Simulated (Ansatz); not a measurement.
Electronic density of states of amorphous Si14B14C14N28, density 2.24 g/cm³, on a 2×2×2 Γ-centred mesh with a Gaussian width of 0.1 eV; energies count from the Fermi level, whose place inside the gap is arbitrary. Cell and mesh are small, so fine structure isn't converged. Calculation: PBE, scalar-relativistic without spin-orbit coupling (plane waves to 420 eV, PAW; Ansatz, a quantum-chemistry and plane-wave program). Sampling: a 2×2×2 Γ-centred mesh; Fermi-Dirac width 0.02 eV; no spin polarisation.

Preparation: random packing, a CHGNet melt and quench, and a DFT relaxation. N atoms were pushed apart under 1.9 Å during the dynamics, to hinder bonds among them. The hot cell started wider than the set density and was brought back towards it in steps. It is the lowest in DFT energy of 2 quenches. It is a model cell: composition and starting density were chosen by hand, and all elements were melted together. No dispersion term was used. Its density started from a set value of 2.15 and ended at 2.24 g/cm³. Cooling (nominally 500 K/ps over its main leg) ran many orders faster than in experiment, which tends to leave more defects and strain. A cell of this size samples the disorder only roughly. Volume and shape were free in the relaxation. On a 2×2×2 Γ-centred mesh force components of up to 0.45 eV/Å stay, since the relaxation ran on the zone centre alone.

| E - EF (eV) | states/(eV atom) |
|---|---|
| -12.00 | 0.10 |
| -11.90 | 0.11 |
| -11.80 | 0.14 |
| -11.70 | 0.19 |
| -11.60 | 0.17 |
| -11.50 | 0.11 |
| -11.40 | 0.09 |
| -11.30 | 0.12 |
| -11.20 | 0.15 |
| -11.10 | 0.16 |
| -11.00 | 0.19 |
| -10.90 | 0.24 |
| -10.80 | 0.23 |
| -10.70 | 0.23 |
| -10.60 | 0.23 |
| -10.50 | 0.21 |
| -10.40 | 0.25 |
| -10.30 | 0.27 |
| -10.20 | 0.25 |
| -10.10 | 0.23 |
| -10.00 | 0.25 |
| -9.90 | 0.24 |
| -9.80 | 0.18 |
| -9.70 | 0.17 |
| -9.60 | 0.19 |
| -9.50 | 0.19 |
| -9.40 | 0.21 |
| -9.30 | 0.25 |
| -9.20 | 0.26 |
| -9.10 | 0.29 |
| -9.00 | 0.26 |
| -8.90 | 0.23 |
| -8.80 | 0.29 |
| -8.70 | 0.31 |
| -8.60 | 0.29 |
| -8.50 | 0.27 |
| -8.40 | 0.26 |
| -8.30 | 0.32 |
| -8.20 | 0.38 |
| -8.10 | 0.36 |
| -8.00 | 0.34 |
| -7.90 | 0.35 |
| -7.80 | 0.33 |
| -7.70 | 0.31 |
| -7.60 | 0.37 |
| -7.50 | 0.37 |
| -7.40 | 0.36 |
| -7.30 | 0.31 |
| -7.20 | 0.28 |
| -7.10 | 0.33 |
| -7.00 | 0.37 |
| -6.90 | 0.39 |
| -6.80 | 0.34 |
| -6.70 | 0.36 |
| -6.60 | 0.41 |
| -6.50 | 0.39 |
| -6.40 | 0.41 |
| -6.30 | 0.44 |
| -6.20 | 0.41 |
| -6.10 | 0.42 |
| -6.00 | 0.41 |
| -5.90 | 0.39 |
| -5.80 | 0.42 |
| -5.70 | 0.43 |
| -5.60 | 0.44 |
| -5.50 | 0.37 |
| -5.40 | 0.31 |
| -5.30 | 0.35 |
| -5.20 | 0.37 |
| -5.10 | 0.33 |
| -5.00 | 0.36 |
| -4.90 | 0.41 |
| -4.80 | 0.39 |
| -4.70 | 0.36 |
| -4.60 | 0.37 |
| -4.50 | 0.36 |
| -4.40 | 0.32 |
| -4.30 | 0.26 |
| -4.20 | 0.28 |
| -4.10 | 0.36 |
| -4.00 | 0.40 |
| -3.90 | 0.43 |
| -3.80 | 0.39 |
| -3.70 | 0.30 |
| -3.60 | 0.26 |
| -3.50 | 0.30 |
| -3.40 | 0.31 |
| -3.30 | 0.29 |
| -3.20 | 0.32 |
| -3.10 | 0.32 |
| -3.00 | 0.28 |
| -2.90 | 0.22 |
| -2.80 | 0.13 |
| -2.70 | 0.12 |
| -2.60 | 0.23 |
| -2.50 | 0.20 |
| -2.40 | 0.18 |
| -2.30 | 0.21 |
| -2.20 | 0.22 |
| -2.10 | 0.28 |
| -2.00 | 0.28 |
| -1.90 | 0.32 |
| -1.80 | 0.34 |
| -1.70 | 0.19 |
| -1.60 | 0.11 |
| -1.50 | 0.11 |
| -1.40 | 0.14 |
| -1.30 | 0.17 |
| -1.20 | 0.06 |
| -1.10 | 0.09 |
| -1.00 | 0.22 |
| -0.90 | 0.19 |
| -0.80 | 0.06 |
| -0.70 | 0.01 |
| -0.60 | 0.00 |
| -0.50 | 0.04 |
| -0.40 | 0.10 |
| -0.30 | 0.09 |
| -0.20 | 0.04 |
| -0.10 | 0.01 |
| 0.00 | 0.00 |
| 0.10 | 0.01 |
| 0.20 | 0.07 |
| 0.30 | 0.14 |
| 0.40 | 0.08 |
| 0.50 | 0.07 |
| 0.60 | 0.15 |
| 0.70 | 0.17 |
| 0.80 | 0.20 |
| 0.90 | 0.21 |
| 1.00 | 0.17 |
| 1.10 | 0.15 |
| 1.20 | 0.15 |
| 1.30 | 0.20 |
| 1.40 | 0.19 |
| 1.50 | 0.19 |
| 1.60 | 0.21 |
| 1.70 | 0.17 |
| 1.80 | 0.20 |
| 1.90 | 0.22 |
| 2.00 | 0.27 |
| 2.10 | 0.26 |
| 2.20 | 0.19 |
| 2.30 | 0.18 |
| 2.40 | 0.28 |
| 2.50 | 0.31 |
| 2.60 | 0.31 |
| 2.70 | 0.28 |
| 2.80 | 0.23 |
| 2.90 | 0.20 |
| 3.00 | 0.25 |
| 3.10 | 0.24 |
| 3.20 | 0.25 |
| 3.30 | 0.30 |
| 3.40 | 0.32 |

The gap on this mesh is 0.48 eV; the broadening fills part of it in the curve.
